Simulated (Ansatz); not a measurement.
```
AlBeNO
1.0
    2.98429     0.00000     0.00000
   -1.49214     2.58447     0.00000
    0.00000     0.00000     4.65225
Al Be O N
1 1 1 1
Cartesian
  0.00000   1.72298   2.37858
  1.49214   0.86149   4.61341
  0.00000   1.72298   0.52602
  1.49214   0.86149   2.94952
```

Relaxed-ion tensors in this frame from DFT at the PBEsol level (Ansatz, a quantum-chemistry and plane-wave program). Proper piezoelectric stress tensor e (C/m²):

```
 0.00   0.00   0.00   0.00  -0.45  -1.37
-1.37   1.37   0.00  -0.45   0.00   0.00
 0.36   0.36  -1.40   0.00   0.00   0.00
```

Stiffness C (GPa):

```
  343    139    104  -19.9    0.0    0.0
  139    343    104   19.9    0.0    0.0
  104    104    359    0.0    0.0    0.0
-19.9   19.9    0.0    103    0.0    0.0
  0.0    0.0    0.0    0.0    103  -19.9
  0.0    0.0    0.0    0.0  -19.9    102
```

The cell was generated from a structure type, relaxed within its symmetry, and need not be the phase found at ambient conditions.

**Question.** Obtain the piezoelectric strain tensor d.

**Answer.** d = e S with S = C⁻¹, in pC/N:

```
  0.0    0.0    0.0    0.0   -7.2  -14.8
 -7.4    7.4    0.0   -7.2    0.0    0.0
  1.8    1.8   -5.0    0.0    0.0    0.0
```
Away from Γ the polar cell without biaxial strain shows no imaginary mode on a 2×2×2 mesh.

The PAW data sets were generated under PBE and serve the other functionals too.
